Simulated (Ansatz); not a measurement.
System: ZnWO4 (P2/c, No. 13). Method: LDA (plane waves, PAW; Ansatz, a first-principles code).

Numerical settings: plane-wave cutoff 520 eV, 8×6×8 k mesh (along the axes of the cell as run), no spin polarisation, scalar-relativistic PAW data made under PBE.

Computed at the level's own relaxed cell.

Hill averages of the elastic tensor: K = 178.0 GPa, G = 63.4 GPa. Volume 10.540 Å³/atom, mean atomic mass 52.208 u.

Work out the density, the sound velocities of a polycrystal and the elastic Debye temperature at this level.

ρ = 1.66054 × 52.208/10.540 = 8.225 g/cm³. v_l = √[(K + 4G/3)/ρ] = 5.650 km/s and v_t = √(G/ρ) = 2.776 km/s. The mean follows from 3/v_m³ = 1/v_l³ + 2/v_t³: v_m = 3.117 km/s. Θ_D = (ħ/k_B) v_m (6π²/V)^(1/3) = 76.38 K Å s/km × 3.117 × 1.7777 Å⁻¹ = 423 K, counting all atoms of the cell.
